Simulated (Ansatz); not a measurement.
TaRh3 (Pm-3m, No. 221), treated with LDA (Ansatz, a first-principles code, plane waves, PAW).

Run with plane-wave cutoff 500 eV, 14×14×14 k mesh, Fermi–Dirac smearing 0.1 eV, no spin polarisation, scalar-relativistic PAW data made under PBE.

Computed at the level's own relaxed cell.

Predict the volume per atom and lattice constant a.


- volume per atom: 13.94 Å³/atom
- lattice constant a: 3.820 Å

The run finds no gap.

Spin–orbit coupling is not included.

The computed numbers hold no vibrational or temperature effects.
